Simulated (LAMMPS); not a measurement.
Pressure dependence of Ni (fcc) at 2250 K, from the melt.

Model: classical MD, pair style eam, the elements' _u3.eam files (universal-3 set of Foiles, Baskes and Daw), run in LAMMPS.

| P (GPa) | state | volume | coordination number | self-diffusion coefficient of Ni (not corrected for cell size) | viscosity |
|---|---|---|---|---|---|
| 0 | liquid | 13.579 ± 0.001 Å³/atom | 12.8 (counted to 3.50 Å) | (7.85 ± 0.05) × 10^-5 cm²/s | 2.4 ± 0.3 mPa s |
| 2 | liquid | 13.167 ± 0.003 Å³/atom | 12.8 (counted to 3.46 Å) | (6.9 ± 0.1) × 10^-5 cm²/s | 2.9 ± 0.2 mPa s |
| 5 | liquid | 12.677 ± 0.002 Å³/atom | 12.9 (counted to 3.42 Å) | (5.74 ± 0.05) × 10^-5 cm²/s | - |

Caution (rows 2; 5): a run this short can hold a crystal over, or a liquid under, the potential's own melting point, which these runs don't give.

Estimate the isothermal bulk modulus at zero pressure. A parabola P(ln V) through the three points gives −dP/d ln V = 58 GPa at zero pressure.

States go by the mean squared displacement: a species diffuses where it passes 1.5 Å², still rises and gives D over 1e-6 cm²/s; a crystal has left its structure where atoms lie 0.35 Å off their sites on average or a cubic box changes its shape by 3 %, or the axial ratios of another lie 8 % off the starting cell's, which the potential's own relaxation can also do.

Errors of D are the spread over four groups of atoms in one short run; a floor of about 5 %, a picked value, is safer.

Errors shown are sampling errors alone.
